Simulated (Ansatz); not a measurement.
Base system: Ge in the diamond structure (space group Fd-3m, No. 227; a = 5.676 Å). Axes: x, y, z lie along the cube axes.

Structures relaxed with PBEsol, PAW, 420 eV (Ansatz, a first-principles code; scalar-relativistic without spin-orbit coupling).

Base:

Simulated powder pattern, Co Kα, λ = 1.79026 Å (kinematic, ideal powder, no thermal factors, no anomalous dispersion; the 14 strongest lines at most, above 2 %, up to 2θ = 90°):

```json
[
 {"2θ (°)": "31.70", "I/Imax (%)": "100", "hkl": "(111)"},
 {"2θ (°)": "52.98", "I/Imax (%)": "72", "hkl": "(220)"},
 {"2θ (°)": "63.07", "I/Imax (%)": "43", "hkl": "(311)"},
 {"2θ (°)": "78.22", "I/Imax (%)": "12", "hkl": "(400)"},
 {"2θ (°)": "86.85", "I/Imax (%)": "19", "hkl": "(331)"}
]
```

After one change:

Simulated powder pattern, Co Kα, λ = 1.79026 Å (kinematic, ideal powder, no thermal factors, no anomalous dispersion; the 14 strongest lines at most, above 2 %, up to 2θ = 90°):

```csv
2θ (°),I/Imax (%)
31.38,33
32.41,100
53.09,50
54.45,46
62.98,17
64.20,27
64.81,14
79.52,16
86.31,5.6
87.96,6.9
89.59,12
```

Question: Name the change that was made.
A. biaxial strain +1.25 %, plane normal [111], relaxed out of plane
B. biaxial strain +0.42 %, plane normal [111], relaxed out of plane
C. biaxial strain −2.50 %, plane normal [111], relaxed out of plane
D. biaxial strain −2.08 %, plane normal [111], relaxed out of plane

Answer: C, biaxial strain −2.50 %, plane normal [111], relaxed out of plane. Its volume per atom is 21.95 Å³ against 22.86 Å³, and its space group is R-3m (No. 166).

No phonon test of stability was made.
